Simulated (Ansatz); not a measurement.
We consider PbI2 (model structure, started from the 2H-MoS2 type, P6₃/mmc, No. 194, 6 atoms in the cell), described by LDA in Ansatz (PAW).

Settings: plane-wave cutoff 520 eV, 12×12×2 k mesh (along the axes of the cell as run), Fermi–Dirac smearing 0.01 eV, scalar-relativistic PAW data made under PBE.

Cell (relaxed at this level):

```cif
data_I4Pb2
_chemical_formula_sum 'Pb2 I4'
_space_group_name_H-M_alt 'P 1'
_space_group_IT_number 1
_cell_length_a 4.30607
_cell_length_b 4.30607
_cell_length_c 14.48043
_cell_angle_alpha 90.000
_cell_angle_beta 90.000
_cell_angle_gamma 120.000
loop_
_space_group_symop_operation_xyz
  'x, y, z'
loop_
_atom_site_label
_atom_site_type_symbol
_atom_site_fract_x
_atom_site_fract_y
_atom_site_fract_z
_atom_site_occupancy
Pb1 Pb 0.33333 0.66667 0.25000 1
Pb2 Pb 0.66667 0.33333 0.75000 1
I1 I 0.33333 0.66667 0.61059 1
I2 I 0.66667 0.33333 0.11059 1
I3 I 0.66667 0.33333 0.38941 1
I4 I 0.33333 0.66667 0.88941 1
```

**Question.** Estimate the band gap, smallest direct gap on the k points sampled and Γ–Γ gap that the calculation returns.

**Answer.** 
- band gap = 1.61 eV
- smallest direct gap on the k points sampled = 2.21 eV
- Γ–Γ gap = 2.61 eV

Note: the relaxation could raise the start's symmetry but not lower it, so the cell can be a saddle point.

Spin–orbit coupling is not included; with these elements it can move the gap by several tenths of an eV or more.

Static lattice: no zero-point or thermal effects.

Cost on a shared machine: about 110 core-seconds (a rough figure).

A model structure was made by putting elements into a prototype or built by hand; it is no filed structure, need not be a known phase, and can be a saddle point held by its symmetry.

Ansatz is a first-principles code.
